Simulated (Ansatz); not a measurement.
Al on the 1x1 (110) surface of zinc-blende InP (cut with top plane In + P), one in a 2x1 cell, started at the site 'bridge In-P (span 5.2 Å)'

Host crystal: zinc-blende InP, with a band gap (PBE, scalar-relativistic without spin-orbit coupling).

The numbers are results of PBE (plane waves to 420 eV, PAW; Ansatz, a quantum-chemistry and plane-wave program), not measurements.

Set-up: 21 atoms, 8.9 Å thick at the start under the adsorbate (thin: gaps and levels are the slab's own); mesh 3x4x1; 0.01 eV smearing; dipole correction on; 8 atoms held, the rest relaxed; no symmetry held; spin-polarised, ending with about 0.3 μB a cell, a value that depends on the mesh; orders that need a larger cell were not tried, no spin-orbit, no U, no dispersion correction. The slab shows no gap over 0.04 eV on its mesh. At the end it is bonded to In + 2 P. In PBE it is, or lies within 0.03 eV of, the lowest of the starts that converged.

```
Property                                                                                                                                         Result
--------------------------------------------------------------------------------------  ---------------------------------------------------------------
adsorption energy against an atom of fcc Al                                                                                                     0.54 eV
work function of the top face                                                                                                                   4.00 eV
change of the step from the bottom to the top vacuum level, against the clean slab                                                             -0.62 eV
energy released by relaxation                                                                                                                   1.20 eV
height of the binding atom over the mean of the host atoms within 0.3 Å of the top one                                                          0.452 Å
nearest host atoms of the binding atom                                                                           P at 2.41 Å, P at 2.41 Å, In at 2.69 Å
largest move of a host atom                                                                                                                      0.71 Å
note                                                                                    in the relaxation the adsorbate left its starting site by 1.3 Å
cost                                                                                                                            roughly 40 core-minutes
```

A negative adsorption energy means that the adsorbate is more stable on the surface than in its reference.
